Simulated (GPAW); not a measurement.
σyz against shear in bcc Ta (space group 229): C44 (GPAW, PBEsol)

```
Ta
1.0
   -1.64146     1.64474     1.64474
    1.64146    -1.63818     1.63818
    1.64146     1.63818    -1.63818
Ta
1
Direct
  0.00000   0.00000   0.00000
```

Computed with PBEsol, GPAW PAW datasets PBEsol (made by gpaw-setup) (plane waves; GPAW). Settings: mode = pw; ecut = 585 eV; xc = PBEsol; kpts = 38 38 38; mesh shift (steps) = 0 0 0; occupations.name = fermi-dirac; occupations.width = 0.05 eV; nbands = -9; convergence.density = 1e-06 e/electron; convergence.energy = 1e-06 eV/electron; symmetry.symmorphic = false; symmetry.tolerance = 0.0005; maxiter = 150. The cell above is the first row's. The rows shear the cubic cell: the yz and zy parts of the deformation are each γ/2. At γ = 0 the shear stress vanishes by symmetry. Stress is positive in tension. In all rows the k mesh is held.

| γ (%) | σyz (GPa) |
|---|---|
| 0.4 | 0.311 |
| 0.8 | 0.623 |
| 1.2 | 0.936 |
| 1.6 | 1.251 |
| 2.0 | 1.566 |
| 2.4 | 1.881 |
| 2.8 | ? |

Using a straight line, estimate the missing σyz at γ = 2.8 from the other rows, showing the fit.

With u = γ - 1.4, the rows have u = -1.0000, -0.6000, -0.2000, 0.2000, 0.6000, 1.0000. Means: u 0, σyz 1.0947. About the means, the sum of products is 2.1988 and the sum of squares of u is 2.8000; the slope is their ratio. Least squares gives σyz = 1.0947 + 0.78529·u. Residuals (row less fit): 0.0016, -0.0005, -0.0016, -0.0008, 0.0001, 0.0010; standard error 0.0013 (degrees of freedom: 4). The slope of the line, 0.78529 GPa per cent, gives C44 ≈ 100 × 0.78529 = 79 GPa, for the static lattice. At the withheld row, u = 1.4000, so σyz = 1.0947 + 0.78529 × 1.4000 = 2.1941 GPa. The calculation gives 2.193 GPa, 0.0011 GPa below the prediction (0.1 % of the range of σyz in the table). The row lies outside the fitted rows, so this is an extrapolation. From the scatter of the fitted rows alone, a prediction at this place has a standard error of 0.0018 GPa, so the miss is 0.6 times that.

Carrying the step between the two nearest rows on in a straight line would have given 2.196, off by 0.003; series whose last step already gives the withheld value aren't shown. The reference cell has the volume at which an earlier scan in this program and functional put its minimum by a fit. The unstrained cell stands at a pressure of 0.04 GPa, and the constants belong to that pressure. Spin polarisation is off. Spin-orbit coupling is off. Without a gap such slopes are sensitive to mesh and smearing. Cutoffs and mesh are single choices, not tested for convergence of this quantity. Series with a scatter that would blur these digits, or in which a gap closes, are not shown. Strain series were run only where this level's volume lies within 10 % of a first guess from the measured size.
